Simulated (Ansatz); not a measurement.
We consider cubic perovskite KZnF3, described by LDA (Ansatz, a quantum-chemistry and plane-wave program, plane waves, PAW).

Numerical settings: plane-wave cutoff 520 eV, 6×6×6 k mesh, scalar-relativistic PAW data made under PBE.

Cell (relaxed at this level):

```cif
data_F3KZn
_chemical_formula_sum 'K1 Zn1 F3'
_space_group_name_H-M_alt 'P 1'
_space_group_IT_number 1
_cell_length_a 3.97308
_cell_length_b 3.97308
_cell_length_c 3.97308
_cell_angle_alpha 90.000
_cell_angle_beta 90.000
_cell_angle_gamma 90.000
loop_
_space_group_symop_operation_xyz
  'x, y, z'
loop_
_atom_site_label
_atom_site_type_symbol
_atom_site_fract_x
_atom_site_fract_y
_atom_site_fract_z
_atom_site_occupancy
K1 K 0.00000 0.00000 0.00000 1
Zn1 Zn 0.50000 0.50000 0.50000 1
F1 F 0.50000 0.00000 0.50000 1
F2 F 0.00000 0.50000 0.50000 1
F3 F 0.50000 0.50000 0.00000 1
```

### Question
Estimate the elastic constant C12, Voigt–Reuss–Hill shear modulus (Hill average), Voigt–Reuss–Hill bulk modulus, Poisson ratio, elastic constant C44 and elastic constant C11 that the calculation returns.

### Answer

- elastic constant C12 = 61.5 GPa
- Voigt–Reuss–Hill shear modulus (Hill average) = 40.9 GPa
- Voigt–Reuss–Hill bulk modulus = 95.6 GPa
- Poisson ratio = 0.313
- elastic constant C44 = 35.1 GPa
- elastic constant C11 = 164 GPa

Measured, for comparison: elastic constant C12 52.7 ± 0.5 GPa, elastic constant C44 38.1 GPa, elastic constant C11 134 ± 1 GPa (temperature not stated, no zero-point or thermal correction; as tabulated in Vaitheeswaran et al. (2016), arXiv:1609.00541). Computed (rounded) less measured: elastic constant C12 +17 %, elastic constant C44 -8 %, elastic constant C11 +22 %.

Elastic constants are with the ions relaxed.

Static lattice: no zero-point or thermal effects.

It cost about 40 core-seconds (a rough figure) of CPU time.
